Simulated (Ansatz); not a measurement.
PtS2 (P-3m1), r2SCAN+D4 with spin-orbit coupling, rigid bands in Ansatz (a program for electronic structure): N_c = 3.93e19 cm⁻³ at 300 K and an electron conductivity mass of 0.379 mₑ along y (a = (3.55, 0.00, 0.00) Å; b = (-1.78, 3.07, 0.00) Å; c = (0.00, 0.00, 5.21) Å).

**Question.** For 1e16 electrons per cm³ at 300 K, place the Fermi level, estimate the Seebeck coefficient of a parabolic band with constant τ, and give mobility and conductivity for τ = 10 fs.

**Answer.** The level lies k_BT ln(N_c/n) = 0.214 eV below the conduction-band minimum. S ≈ −(k_B/e)[ln(N_c/n) + 5/2] = -929 μV/K, against -939 μV/K from the full bands (mean over directions). μ = eτ/m = 46.4 cm²/(V·s) and σ = neμ = 0.0744 S/cm. τ is assumed, not computed.

Band transport and this doping are assumed; polarons and phonon drag are left out. Geometry: cell and atoms relaxed with r2SCAN+D4.

Computed structure with no diffraction record at hand here (it may be known, metastable or hypothetical): PtS2 (P-3m1).
